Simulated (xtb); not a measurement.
xtb 6.7.1, GFN2-xTB: Mo(O)(OH)(OMe)3 (C[O][Mo](=[O])([OH])([O]C)[O]C), 19 atoms. The geometry is a generated start, not checked to be a minimum at this level.

```
Quantity                                                                                                        Value
------------------------  -------------------------------------------------------------------------------------------
method                                                                                                       GFN2-xTB
--acc                                                                                                     1 (default)
--etemp (K)                                                                                             300 (default)
detailed input (--input)  none: ANC optimiser, Lindh (1995) Hessian, microcycle=20, maxdispl=1.0, hlow=0.01 (default)
basis functions                                                                                                    52
valence electrons                                                                                                  58
```

```xyz
19

Mo    -0.1466    -0.0451     0.4177
O      0.6305    -0.9738     1.5643
O     -1.9522    -0.2205     0.8690
H     -2.6220    -0.8982     0.7298
O     -0.4460    -1.3137    -0.8068
C     -0.6774    -2.5896    -1.3035
H     -1.7569    -2.7700    -1.4265
H     -0.1922    -2.7099    -2.2832
H     -0.2640    -3.3289    -0.6016
O     -0.2838     1.5150     1.2029
C     -0.7340     2.5257     2.0327
H     -0.1531     2.5252     2.9655
H     -0.6290     3.5049     1.5430
H     -1.7946     2.3534     2.2683
O      1.1444     0.6181    -0.6332
C      2.2454     0.4795    -1.4668
H      1.9225     0.3821    -2.5126
H      2.8955     1.3617    -1.3812
H      2.8137    -0.4159    -1.1778
```

Charge 0 and multiplicity 1 are set for this test and not shown to be the ground state.

The structure is relaxed from this start with --opt LEVEL for the levels crude, sloppy, loose, lax, normal, tight, vtight, extreme, once each. Up to the end of the extreme run atoms move by at most 0.90 Å along an axis.

Problem. Choose the cheapest level whose final energy lies within 1 meV of that of extreme.

Solution. normal: 57 cycles against 72, ending 0.12 meV above.

| level | cycles | energy above the extreme run (meV) | gradient norm (eV/Å) |
|---|---|---|---|
| crude | 1 | 94 | 0.18 |
| sloppy | 1 | 94 | 0.18 |
| loose | 1 | 94 | 0.18 |
| lax | 4 | 92 | 0.12 |
| normal | 57 | 0.12 | 0.027 |
| tight | 61 | 0.053 | 0.0095 |
| vtight | 67 | under 0.01 | 0.0082 |
| extreme | 72 | — | 0.0024 |
